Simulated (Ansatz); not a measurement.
The starting structures come from a database of crystals and need not be the phases stable at ambient conditions.

By PBEsol, the system below comes out a metal.

The ballistic (Sharvin) conductance counts the channels at the Fermi level: G/A = (e²/h) × channels of both spins per area.

```xyz
4
Lattice="5.5169 0.0000 0.0000 0.0000 5.5582 0.0000 0.0000 2.7791 1.6045" Properties=species:S:1:pos:R:3 pbc="T T T"
Zr     1.4053     1.8527     0.0000
Zr     4.1116     3.7055     0.0000
N      0.0000     0.0000     0.0000
N      2.7585     0.0000     0.0000
```

Space group of this cell: P-3m1. The cell is taken as given; by PBEsol its mean pressure is -10.2 GPa.

The current flows along the normal of the first two printed cell vectors, the (110) plane of the conventional cell. No spin-orbit coupling; the value is a mean over 0.1 eV about the Fermi level.

### Question
Estimate the ballistic conductance per area that PBEsol (Ansatz, a first-principles code) returns for this system.

### Answer
0.34 × 10¹⁵ S/m² for both spins.
